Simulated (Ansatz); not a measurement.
The parent structure is TiC in the rock salt structure (space group Fm-3m, No. 225; a = 4.3278 Å; relaxed with 0.1 eV smearing). Axes: x, y, z lie along the cube axes.

Level of theory: r2SCAN, PAW, 500 eV (Ansatz, a program for electronic structure; scalar-relativistic without spin-orbit coupling).

For the base:

The pressure is 0.0 GPa and the shortest interatomic distance comes out as 2.164 Å.

Now apply this change: compressive biaxial strain of 0.83 % in the plane normal to [111], as in epitaxy on a mismatched substrate; the out-of-plane cell vector and the atoms relax.

Question: Predict the new out-of-plane strain, pressure and shortest interatomic distance.

Answer: The out-of-plane strain comes out as +0.44 %; the pressure (mean of the normal stresses, compression positive) goes from zero to 3.3 GPa; the shortest interatomic distance drops by 0.009 Å to 2.155 Å.

Whether these cells are dynamically stable was not tested. All final runs are without spin polarisation.
